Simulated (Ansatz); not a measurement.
The parent structure is SnO2 in the rutile structure (space group P4_2/mnm, No. 136).

```
CELL_PARAMETERS angstrom
      4.76918     0.00000     0.00000
      0.00000     4.76918     0.00000
      0.00000     0.00000     3.21200
ATOMIC_POSITIONS crystal
  Sn 0.00000 0.00000 0.00000
  Sn 0.50000 0.50000 0.50000
  O  0.30627 0.30627 0.00000
  O  0.80627 0.19373 0.50000
  O  0.19373 0.80627 0.50000
  O  0.69373 0.69373 0.00000
```

Cartesian axes are those of the cell as printed.

Method: PBEsol/PAW in Ansatz (an electronic-structure program), spin-orbit coupling left out.

For the base:

```
Item                                   Value
---------------------  ---------------------
Valence-band top at Γ  0.00, -0.77, -0.77 eV
Band gap                             0.92 eV
```

It is then changed as follows: the cell is stretched by 2.40 % along x with no lateral relaxation, atoms relaxed at fixed cell.

Problem. Estimate the effect on the valence-band top at Γ and band gap.

Solution. The valence-band top at Γ (three highest levels, from the VBM) becomes 0.00, -0.71, -0.81 eV (base: 0.00, -0.77, -0.77 eV); the band gap shrinks by 0.20 eV (0.92 eV → 0.72 eV).

The cells carry an imposed strain or load. Stability against distortions was not tested.
